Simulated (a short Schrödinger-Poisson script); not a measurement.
Solved with a short Schrödinger-Poisson script written for these runs: 1D Poisson equation in equilibrium, electrons quantum, Hartree (BenDaniel-Duke, 12 states a valley, the channel's in-plane mass for all, wave functions ending at the dielectric), parabolic valleys, classical holes, full ionisation, no traps, pinning or gate leakage.

System: symmetric double-gate stack, SiO2 on p-type InP, at 77 K.

From the gate side: 1.8 nm SiO2; 5 nm InP, acceptors 5e16 cm⁻³; 1.8 nm SiO2.

The device is made up for the run: typed textbook-type constants, with dimensions and the other settings drawn at random. SiO2: permittivity 3.9, conduction-band edge (eV) 3.48, gap (eV) 9, electron mass (mₑ) 0.5. InP: permittivity 12.5, conduction-band edge (eV) 0, gap (eV) 1.344, Nv at 300 K (cm⁻³) 1.1e19.

Channel valleys (confinement mass, in-plane density-of-states mass, number): Γ 0.08, 0.08, 1. At the gates, both at one voltage, the conduction-band edge of layer 1 lies 3.84 eV − eVg above the Fermi level of the channel. Gaps are held at their typed values at every temperature. Mesh 0.03 nm at interfaces.

Q: Give the gate voltage at 1e11 electrons/cm² (V); the lowest subband against the Fermi level at Vg = 1.05 V (meV); the sheet density of all electrons at Vg = 1.05 V (cm⁻²).

A: gate voltage at 1e11 electrons/cm² (V): 0.55; lowest subband against the Fermi level at Vg = 1.05 V (meV): -182; sheet density of all electrons at Vg = 1.05 V (cm⁻²): 6.09e12. Above a few 1e12 electrons/cm² a light Γ valley is non-parabolic and upper valleys begin to fill, which the model leaves out.
